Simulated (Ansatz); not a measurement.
**tetragonal MoSi2 (1 1 0) on Si0.875Ge0.125, ordered (0 0 1), Al on 3 of 6 substrate sites at each interface (film strained to the substrate, started from cuts of the bulks and a machine-learned relaxation; slabs Ge6Si54Al6 and Mo20Si40, which can lie off the formulas)**

A periodic stack without vacuum, tetragonal MoSi2 (1 1 0) on Si0.875Ge0.125, ordered (0 0 1), Al on 3 of 6 substrate sites at each interface (film strained to the substrate, started from cuts of the bulks and a machine-learned relaxation; slabs Ge6Si54Al6 and Mo20Si40, which can lie off the formulas): substrate slab Ge6Si54Al6, film Mo20Si40, surface cells [[-1, 2], [-1, -1]] and [[1, 3], [-2, -1]], film strained by -1.2 and +2.6 %, outermost planes Si/Si and MoSi/MoSi as cut, which need not be the usual terminations and can put a slab off its formula.

The start was prepared with a machine-learned potential, and the result is one local minimum, with the in-plane cell held and forces under 0.04 eV/Å; the film can end far from its bulk form.

Level of theory: PBE (plane waves to 420 eV, PAW; Ansatz, a quantum-chemistry and plane-wave program). No spin–orbit coupling; the runs are not spin-polarised; PBE gaps are too small against experiment. Its k-point mesh 2×4×1, Fermi–Dirac width 0.05 eV.

- interface area: 90.8 Å²
- period: 24.84 Å
- heights between the nearest atoms of the two slabs at the two interfaces: 2.00 and 1.90 Å
- Al–Si contacts across the interfaces within 1.22 times the sum of covalent radii: 11, mean 2.70 Å
- Al–Mo contacts across the interfaces within 1.22 times the sum of covalent radii: 6, mean 2.65 Å
- Mo–Si contacts across the interfaces within 1.22 times the sum of covalent radii: 6, mean 2.56 Å
- Si–Si contacts across the interfaces within 1.22 times the sum of covalent radii: 5, mean 2.48 Å

```xyz
126
Lattice="12.2988 0.0001 -0.1027 -2.4596 7.3794 0.0519 0.1994 -0.0996 24.8359" Properties=species:S:1:pos:R:3 pbc="T T T"
Ge     2.5361     4.7691     5.1237
Ge     7.4221     2.2653     5.0513
Ge    12.3032    -0.1759     5.0261
Si     3.7026     1.0808     5.1392
Si     6.1808     6.0141     4.9841
Si    11.1323     3.5610     5.1003
Al     3.2101     2.3739     0.9902
Al     7.7998     1.0917     1.0534
Al    10.6912     4.8426     0.9568
Si     1.5716     7.0406     0.9683
Si     6.9288     3.6815     1.0195
Si    11.6641     2.2019     0.8844
Si     4.9713     3.4705     2.3068
Si     9.9577     1.1550     2.2159
Si    -0.0163     6.0951     2.4548
Si     1.2200     2.4093     2.4380
Si     6.0457    -0.1600     2.2252
Si     8.6361     4.6841     2.2923
Si     5.5016     1.6355     3.7098
Si     8.0313     6.6071     3.5787
Si     0.6099     4.2307     3.7859
Si     1.8561     0.5418     3.7597
Si     4.3246     5.3717     3.6024
Si     9.3338     2.9152     3.7073
Ge     2.5584     4.7398    10.6628
Ge     7.4371     2.2738    10.5661
Ge    12.3477    -0.1984    10.5077
Si     3.8252     1.0705    10.6366
Si     6.2352     5.9748    10.4861
Si    11.1541     3.5128    10.5611
Si     3.1209     2.8963     6.5211
Si     8.0565     0.4057     6.4239
Si    10.5240     5.3658     6.4848
Si     1.8819     6.6214     6.5294
Si     6.7998     4.1737     6.3981
Si    11.7405     1.7082     6.4370
Si     4.9876     3.5340     7.8147
Si     9.8942     1.0726     7.7748
Si     0.0767     5.9911     7.9389
Si     1.2995     2.2848     7.9117
Si     6.2085    -0.1727     7.8019
Si     8.6561     4.7392     7.7883
Si     5.5885     1.6715     9.1611
Si     8.0503     6.5843     9.1291
Si     0.6728     4.1235     9.2774
Si     1.9615     0.4536     9.2788
Si     4.3767     5.3604     9.1922
Si     9.3058     2.9097     9.1724
Si     3.2185     2.8776    12.0727
Si     8.1112     0.3541    11.8846
Si    10.5369     5.3324    11.9693
Si     1.9713     6.6144    12.0904
Si     6.8310     4.1982    11.9121
Si    11.7609     1.6606    11.9339
Si     5.0715     3.5926    13.3874
Si     9.8916     1.0527    13.2535
Si     0.0830     6.0224    13.3966
Si     1.3511     2.2073    13.3685
Si     6.3448    -0.2424    13.3546
Si     8.6790     4.6814    13.2857
Al     6.4548     1.9097    14.6074
Al     7.7437     6.4463    14.7308
Al     0.7010     4.1004    14.7819
Si     1.8021     0.3679    14.7997
Si     4.8335     5.4757    14.8506
Si     8.8847     2.7193    14.6122
Mo     1.8595     4.4693    17.0503
Mo     6.2501     5.9350    16.9345
Mo    -1.6750     7.3931    17.0538
Mo     5.2467     1.5004    16.9553
Mo     9.7576     3.0044    16.9486
Mo    -0.3588     3.7167    19.2323
Mo     4.0800     5.1953    19.1750
Mo     8.4728     6.6600    19.1673
Mo     3.0493     0.7526    19.1564
Mo     7.5042     2.2371    19.0997
Mo     9.7236     2.9661    21.3823
Mo     1.8461     4.4356    21.4594
Mo     6.2897     5.9123    21.4197
Mo    -1.5506     7.4039    21.5079
Mo     5.3155     1.4970    21.3909
Mo     7.5364     2.2345    23.6245
Mo    -0.3873     3.6462    23.7181
Mo     4.0601     5.1730    23.6416
Mo     8.5467     6.6683    23.6155
Mo     3.2014     0.7417    23.6706
Si     2.6540     1.9913    16.8679
Si     7.0830     3.4747    16.8339
Si    -0.7906     4.9265    16.9567
Si     3.5829     6.4212    16.9062
Si    10.5395     0.5380    16.8527
Si     4.4076     3.9444    16.8879
Si     8.9057     5.4487    16.8843
Si     1.0111     6.9322    16.8927
Si     7.8995     1.0252    16.8087
Si     0.0136     2.5179    16.9345
Si     0.4490     1.2529    19.1908
Si     4.8845     2.7199    19.1375
Si     9.3101     4.2019    19.1302
Si     1.4287     5.6812    19.1975
Si     5.8647     7.1513    19.1573
Si     2.2482     3.2181    19.1880
Si     6.6829     4.6973    19.1333
Si    -1.1910     6.1748    19.2322
Si     5.6947     0.2799    19.1193
Si    10.1288     1.7523    19.1124
Si    10.5733     0.4924    21.3943
Si     2.6998     1.9785    21.4423
Si     7.1158     3.4593    21.4157
Si    -0.7695     4.9249    21.4927
Si     3.6606     6.3883    21.4620
Si     0.0392     2.4645    21.4995
Si     4.4754     3.9693    21.4501
Si     8.9133     5.4488    21.4342
Si     1.0674     6.9091    21.4994
Si     7.9346     0.9968    21.3779
Si     5.9098     7.0918    23.6914
Si     0.5770     1.1648    23.8223
Si     4.9712     2.7376    23.6698
Si     9.2972     4.1758    23.6568
Si     1.4409     5.5588    23.8149
Si    10.0930     1.7190    23.6314
Si     2.2232     3.2055    23.6959
Si     6.6923     4.7644    23.8524
Si    -1.0944     6.1992    23.7427
Si     5.8114     0.2935    23.6486
```
